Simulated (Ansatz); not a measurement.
Cost and result by functional for the surface energy of the (111) surface of fluorite-type CoSi2 in its 1x1 cell (cut with top plane Si, bottom plane Si), outermost plane spacing 0.77 Å in the ideal cut, in Ansatz (plane waves, PAW). Single points on the PBE structure, on one kind of machine; costs are rough ratios of the slab run's core time (references not counted) to the cheapest single point. r2SCAN's cost holds its higher cutoff (500 against 420 eV). Differences are taken against r2SCAN for comparison alone: no measured value is at hand, so the table doesn't rank accuracy.

Model: 12-atom slab, Co4Si8, 10.8 Å thick at the start, 11x11x1 mesh, Fermi-Dirac 0.1 eV, dipole correction, all atoms relaxed; held to the start's symmetry, so lower structures may exist; no spin (magnetic order not tried), no spin-orbit, no U. These notes are the PBE run's.

```json
[
 {"functional": "RPBE", "relative cost": "1", "surface energy (J/m²)": "1.33", "less r2SCAN (J/m²)": "-0.32"},
 {"functional": "LDA", "relative cost": "1", "surface energy (J/m²)": "1.74", "less r2SCAN (J/m²)": "0.09"},
 {"functional": "PBEsol", "relative cost": "1", "surface energy (J/m²)": "1.68", "less r2SCAN (J/m²)": "0.03"},
 {"functional": "r2SCAN", "relative cost": "2", "surface energy (J/m²)": "1.65", "less r2SCAN (J/m²)": "0.00"},
 {"functional": "PBE (the relaxed run's value)", "relative cost": "–", "surface energy (J/m²)": "1.46", "less r2SCAN (J/m²)": "-0.20"}
]
```

The values span 0.41 J/m², while the single points' costs differ by a factor of roughly 2. Differences are of unrounded values.

Ansatz is a program for electronic structure.
